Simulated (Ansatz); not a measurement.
By PBEsol, the system below comes out a metal.

A figure of merit of an interconnect metal is its ballistic conductance per area.

```xyz
1
Lattice="3.2337 0.0000 0.0000 0.0000 3.2337 0.0000 1.6169 -1.6169 1.6169" Properties=species:S:1:pos:R:3 pbc="T T T"
W      0.0000     0.0000     0.0000
```

The cell is strained (all lengths scaled by 1.02); by PBEsol it stands under a pressure of -20.7 GPa.

The current flows along the normal of the first two printed cell vectors, the (001) plane of the conventional cell. No spin-orbit coupling; the value is a mean over 0.1 eV about the Fermi level.

### Question
Estimate the ballistic conductance per area that PBEsol run with Ansatz (a program for electronic structure) returns for this system.

### Answer
0.87 × 10¹⁵ S/m² for both spins.
